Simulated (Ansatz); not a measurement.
Levels about the gap of amorphous Ti20O42Zr (63 atoms in a cell of 809 Å³, 3.53 g/cm³; zone centre alone, so wide bands show as single levels with stretches between that a denser mesh fills), at the geometry that PBE relaxed, where it gives 0.0 GPa on a denser mesh. The participation number counts the atoms over which a state spreads; weights are charges in smoothed Voronoi cells. The levels come from a single point, so bond lengths are those of that geometry. Method of the levels: PBE, scalar-relativistic without spin-orbit coupling (Ansatz, a first-principles code). Sampling: the zone centre alone; Fermi-Dirac width 0.02 eV; no spin polarisation. At PBE the levels at the filled edge of the gap are localised (band-tail or defect states).

Preparation: random packing, a CHGNet melt and quench, and a DFT relaxation. O atoms were pushed apart under 1.9 Å during the dynamics, to hinder bonds among them. The hot cell started wider than the set density and was brought back towards it in steps. It is the lowest in DFT energy of 2 quenches. It is a model cell: composition and starting density were chosen by hand, and all elements were melted together. No dispersion term was used. Its density started from a set value of 3.69 and ended at 3.53 g/cm³. The quench (nominally 360 K/ps over its main leg) was far faster than any real one, so the model tends to hold more defects than a real film. Values belong to this one cell and scatter from quench to quench. Volume and shape were free in the relaxation.

| E - E(highest filled), eV | filling | participation number | largest on | weight O | weight Ti | weight Zr |
|---|---|---|---|---|---|---|
| -0.39 | filled | 30.7 | O, 4 neighbours | 0.92 | 0.08 | 0.00 |
| -0.32 | filled | 22.6 | O, 3 neighbours | 0.92 | 0.07 | 0.00 |
| -0.27 | filled | 21.0 | O, 2 neighbours | 0.91 | 0.08 | 0.00 |
| -0.23 | filled | 18.7 | O, 3 neighbours | 0.94 | 0.06 | 0.00 |
| -0.15 | filled | 20.6 | O, 2 neighbours | 0.93 | 0.07 | 0.00 |
| -0.09 | filled | 10.9 | O, 2 neighbours | 0.92 | 0.08 | 0.00 |
| 0.00 | filled | 10.7 | O, 3 neighbours | 0.93 | 0.07 | 0.00 |
| 2.79 | empty | 16.4 | Ti, 6 neighbours | 0.19 | 0.80 | 0.01 |
| 2.87 | empty | 15.3 | Ti, 6 neighbours | 0.18 | 0.82 | 0.00 |
| 2.87 | empty | 13.8 | Ti, 6 neighbours | 0.18 | 0.81 | 0.00 |
| 2.91 | empty | 16.5 | Ti, 6 neighbours | 0.20 | 0.80 | 0.00 |
| 2.95 | empty | 12.2 | Ti, 6 neighbours | 0.21 | 0.78 | 0.01 |
| 2.98 | empty | 16.2 | Ti, 6 neighbours | 0.18 | 0.82 | 0.00 |
| 3.01 | empty | 15.4 | Ti, 6 neighbours | 0.19 | 0.81 | 0.00 |

Most localised among these is the filled level at +0.00 eV, on a O atom, which has 3 neighbours (Ti 1.94 Å, Ti 2.05 Å, Ti 2.14 Å).
